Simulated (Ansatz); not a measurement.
For ZrGe2 (model structure, within 0.1 Å of P4/mmm, No. 123, 6 atoms in the cell), PBEsol in Ansatz (plane waves, PAW) gives:

| Item | Result |
|---|---|
| equilibrium volume per atom | 21.90 Å³/atom |
| enthalpy of formation | -0.236 eV/atom |

### Question
What does PBE-D3(BJ) (plane waves, PAW; Ansatz, a program for electronic structure) give for the same quantities?

### Answer

- equilibrium volume per atom: 22.02 Å³/atom (grows by 0.5 %)
- formation enthalpy: -0.204 eV/atom (moves by +0.032 eV/atom)

Changes are worked out from the printed values.

Unless a cell is named, each level is at its own relaxed cell (PBEsol 21.90, PBE-D3(BJ) 22.02 Å³/atom).

Ansatz's density-functional and Hartree–Fock values are scalar-relativistic unless marked +SOC, with PAW data made under PBE.

A model structure was made by putting elements into a prototype or built by hand; it is no filed structure, need not be a known phase, and can be a saddle point held by its symmetry.
